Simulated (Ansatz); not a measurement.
# Pressure series in TiC

Start from TiC in the rock salt structure (space group Fm-3m, No. 225).

Space group Fm-3m (No. 225); a = 4.293 Å, b = 4.293 Å, c = 4.293 Å, α = 90.00°, β = 90.00°, γ = 90.00°

```json
[
 {"atom": "Ti", "site": "4a", "symmetry": "m-3m", "x": "0.0000", "y": "0.0000", "z": "0.0000"},
 {"atom": "C", "site": "4b", "symmetry": "m-3m", "x": "0.5000", "y": "0.5000", "z": "0.5000"}
]
```
(The calculation used a cell of 2 atoms; values per cell refer to that cell.)

Cell and atoms are relaxed at each pressure.

The values are results of PBEsol, PAW, 420 eV (Ansatz, an electronic-structure program; without spin-orbit coupling), not measurements.

Notes on the quantities. enthalpy: H = E + PV relative to the base's energy.

| change | lattice parameter a | enthalpy |
|---|---|---|
| base | 4.293 Å | – |
| pressure −2 GPa | 4.304 Å | -0.12 eV/atom |
| pressure −1 GPa | 4.299 Å | -0.06 eV/atom |
| pressure 0.9 GPa | 4.289 Å | +0.06 eV/atom |
| pressure 2.1 GPa | 4.282 Å | +0.13 eV/atom |
| pressure 4.5 GPa | 4.270 Å | +0.28 eV/atom |
| pressure 9 GPa | 4.248 Å | +0.55 eV/atom |
| pressure 15 GPa | 4.221 Å | +0.90 eV/atom |
| pressure 22.5 GPa | [?] | +1.34 eV/atom |
| pressure 30 GPa | [?] | +1.76 eV/atom |

**Question.** Some entries are withheld; estimate them.

**Answer.** 
- pressure 22.5 GPa, lattice parameter a: 4.190 Å
- pressure 30 GPa, lattice parameter a: 4.162 Å

Load acts through the strain it causes; cell and atoms are relaxed under it. No phonon test of stability was made. No other phases were tried under pressure. The final runs are not spin-polarised.
